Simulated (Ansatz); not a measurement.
Consider TiO2 in the anatase structure (space group I4_1/amd, No. 141).

```xyz
6
Lattice="-1.8697 1.8697 4.7275 1.8697 -1.8697 4.7275 1.8697 1.8697 -4.7275" Properties=species:S:1:pos:R:3 pbc="T T T"
Ti     0.0000     1.8697     2.3638
Ti     0.0000     0.0000     0.0000
O      0.0000     1.8697     0.3973
O      0.0000     0.0000     7.4886
O      0.0000     0.0000     1.9665
O      0.0000     1.8697     4.3303
```

Cartesian axes are those of the cell as printed.

Level of theory: DFT with LDA, PAW potentials and a 420 eV plane-wave cutoff in Ansatz (a program for electronic structure), spin-orbit coupling left out.

Now apply this change: biaxial strain −1.20 %, plane normal [001], relaxed out of plane (Cartesian); in-plane vectors clamped, the third vector and the atoms free.

What happens to the ratio −ε⊥/ε∥?

The ratio −ε⊥/ε∥ is 1.66.

Stability against distortions was not tested. All final runs are without spin polarisation.
